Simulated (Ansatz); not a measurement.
The starting structures come from a database of crystals and need not be the phases stable at ambient conditions.

# Evanescent states of CdTe (P6_3mc, wurtzite, not sure to be the ambient phase, 4 atoms a cell, 35.3 Å³ an atom) along the normal of (110)

Level of theory: r2SCAN (plane waves, PAW; Ansatz, a quantum-chemistry and plane-wave program).

No gap correction and no spin-orbit coupling; mid-gap values are interpolated between computed energies.

Energies count from the valence-band top; κ is the least over a 4×4 mesh across the current.

| E (eV) | κ (1/Å) | where |
|---|---|---|
| 0.04 | 0.031 | Γ |
| 0.12 | 0.051 | Γ |
| 0.20 | 0.063 | Γ |
| 0.28 | [?] | Γ |
| 0.36 | [?] | Γ |
| 0.44 | [?] | Γ |
| 0.52 | [?] | Γ |
| 0.60 | [?] | Γ |
| 0.68 | [?] | Γ |
| 0.76 | [?] | Γ |
| 0.84 | [?] | Γ |
| 0.92 | [?] | Γ |
| 1.00 | 0.065 | Γ |
| 1.08 | 0.053 | Γ |
| 1.16 | 0.033 | Γ |

Complete the blanks.


- 0.28, κ (1/Å): 0.071
- 0.36, κ (1/Å): 0.078
- 0.44, κ (1/Å): 0.082
- 0.52, κ (1/Å): 0.084
- 0.60, κ (1/Å): 0.085
- 0.68, κ (1/Å): 0.085
- 0.76, κ (1/Å): 0.083
- 0.84, κ (1/Å): 0.079
- 0.92, κ (1/Å): 0.073
